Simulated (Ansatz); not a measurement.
The reference is ZnO in the wurtzite structure (space group P6_3mc, No. 186).

```
CELL_PARAMETERS angstrom
      3.27960     0.00000     0.00000
     -1.63980     2.84021     0.00000
      0.00000     0.00000     5.29330
ATOMIC_POSITIONS crystal
  Zn 0.66667 0.33333 0.00215
  Zn 0.33333 0.66667 0.50215
  O  0.66667 0.33333 0.62305
  O  0.33333 0.66667 0.12305
```

The values are results of PBE, PAW, 420 eV (Ansatz, a first-principles code; spin-orbit coupling left out), not measurements.

One change was made to it. Results:

The lattice parameter a increases by 0.5657 Å (3.280 Å → 3.845 Å); the band gap rises by 1.334 eV, from 0.74 eV to 2.08 eV.

### Question
Which of these changes matches the shifts?
A. O → S
B. Zn → In
C. O → N

### Answer
A, O → S. For comparison, the band gap in the other runs: O → N gives zero; Zn → In gives zero.

Stability against distortions was not tested. As relaxed here, ZnN is a hypothetical phase, not in the database extracts checked. For InO in this form, whether it has been made was not checked. All final runs are without spin polarisation. ZnN has a high density of states at the Fermi level and may be magnetic at this level.
